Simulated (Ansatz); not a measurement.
We consider corundum Ga2O3 (metastable phase), described by r²SCAN+SOC (Ansatz, a program for electronic structure, plane waves, PAW).

Numerical settings: plane-wave cutoff 560 eV, 8×8×8 k mesh, Fermi–Dirac smearing 0.01 eV, PAW data made under PBE.

Cell (measured lattice):

```yaml
crystal:
  lattice:
    - [0.00000, 2.87520, -4.47667]
    - [2.49000, -1.43760, -4.47667]
    - [-2.49000, -1.43760, -4.47667]
  atoms:
    - { symbol: Ga, position: [0.85561, 0.85561, 0.85561] }
    - { symbol: Ga, position: [0.35561, 0.35561, 0.35561] }
    - { symbol: Ga, position: [0.14439, 0.14439, 0.14439] }
    - { symbol: Ga, position: [0.64439, 0.64439, 0.64439] }
    - { symbol: O, position: [0.44719, 0.05281, 0.75000] }
    - { symbol: O, position: [0.05281, 0.75000, 0.44719] }
    - { symbol: O, position: [0.55281, 0.94719, 0.25000] }
    - { symbol: O, position: [0.25000, 0.55281, 0.94719] }
    - { symbol: O, position: [0.94719, 0.25000, 0.55281] }
    - { symbol: O, position: [0.75000, 0.44719, 0.05281] }
```

Predict the band gap and smallest direct gap on the k points sampled.


* **band gap**: 3.58 eV (indirect)
* **smallest direct gap on the k points sampled**: 3.83 eV

Note: cell and atoms aren't relaxed at this level (largest force component 0.07 eV/Å, pressure 0.6 GPa).

Computed values are for the static lattice.
